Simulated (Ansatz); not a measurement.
Take SiO2 (space group P4_12_12, No. 92; a = 4.980 Å, c = 6.918 Å) as the base.

Computed with r2SCAN (Ansatz, a quantum-chemistry and plane-wave program), without spin-orbit coupling.

Before the change:

```
Property                               Value
---------------------  ---------------------
Valence-band top at Γ  0.00, -0.31, -0.31 eV
Pressure                            0.0 kbar
```

Modification: an isotropic linear strain of −4.83 %, atoms relaxed at fixed cell.

Task: What happens to the valence-band top at Γ?

Result: The valence-band top at Γ (three highest levels, from the VBM) goes from 0.00, -0.31, -0.31 eV to 0.00, -0.54, -0.54 eV.

Task: Predict the new pressure.

Result: The pressure (mean of the normal stresses, compression positive) goes from zero to 33.8 kbar.

Task: How does this affect the largest internal atomic displacement?

Result: The largest internal atomic displacement amounts to 0.246 Å.

The levels and masses belong to the bands next to the band gap. Stability against distortions was not tested.
